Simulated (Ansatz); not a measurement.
The starting structures come from a database of crystals and need not be the phases stable at ambient conditions.

# Evanescent states of La2GeI2 (P-3m1, not sure to be the ambient phase, 5 atoms a cell, 36.7 Å³ an atom) along the normal of (100)

Level of theory: PBEsol (plane waves, PAW; Ansatz, a program for electronic structure).

The gap is the functional's own, uncorrected, and κ follows it; spin-orbit coupling is left out. Mid-gap values are interpolated between the computed energies.

Energies count from the valence-band top; κ is the least over a 8×4 mesh across the current.

```csv
E (eV),κ (1/Å),where
0.03,0.032,off Γ
0.07,0.048,off Γ
0.12,0.046,off Γ
0.17,0.036,off Γ
```

How thick must the barrier be to attenuate the transmission by 10^4 when the electrodes' Fermi level lies at 0.03 eV, and what attenuation does that film give at 0.17 eV?

d = 4 ln 10 / (2 × 0.032) = 143.9 Å. At 0.17 eV it gives 4 × 0.036/0.032 = 4.5 decades.
